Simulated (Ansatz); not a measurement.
## LiH under a change: uniaxial strain ε_yy = −2.18 %

The parent structure is LiH in the rock salt structure (space group Fm-3m, No. 225; a = 4.0054 Å). Axes: x, y, z lie along the cube axes.

Modification: uniaxial strain ε_yy = −2.18 %, all other strain components held at zero; the atoms relax in the strained cell.

The values are results of Ansatz (a quantum-chemistry and plane-wave program), r2SCAN, PAW, cutoff 500 eV, without spin-orbit coupling, not measurements. k-mesh 14×14×14 (Γ-centred); smearing 0.05 eV (Fermi–Dirac).

```csv
quantity,base,changed,shift
volume per atom,8.03 Å³,7.86 Å³,-0.175 Å³
shortest interatomic distance,2.003 Å,1.959 Å,-0.044 Å
energy relative to the base (free energy F),0 meV/atom,+1.1 meV/atom,+1.1 meV/atom
"pressure (mean of the normal stresses, compression positive)",0.00 GPa,0.86 GPa,+0.86 GPa
band gap,3.63 eV,3.40 eV,-0.23 eV
gap character,–,"indirect, M → X",–
smallest direct gap,3.63 eV,3.57 eV,-0.06 eV
electron mass,"0.13 mₑ along k, 0.98 mₑ across (at X)","0.13 mₑ along k, 0.98 mₑ across (at X)",–
"stress (xx, yy, zz, yz, xz, xy; compression positive)",–,"(0.28, 2.01, 0.28, 0.00, 0.00, 0.00) GPa",–
```

Final structure:

```
LiH
1.0
    0.00000     1.95906     2.00271
    2.00271     0.00000     2.00271
    2.00271     1.95906     0.00000
H Li
1 1
Direct
  0.00000   0.00000   0.00000
  0.50000   0.50000   0.50000
```

Cost of the whole job for the changed cell (relaxation, final SCF and bands): around 9 core-seconds (rough).

Effective masses come from finite differences of ±0.01 Å⁻¹. Along k means along the line from Γ to the band edge. Stability against distortions was not tested. k-point labels follow each cell's own Brillouin zone.
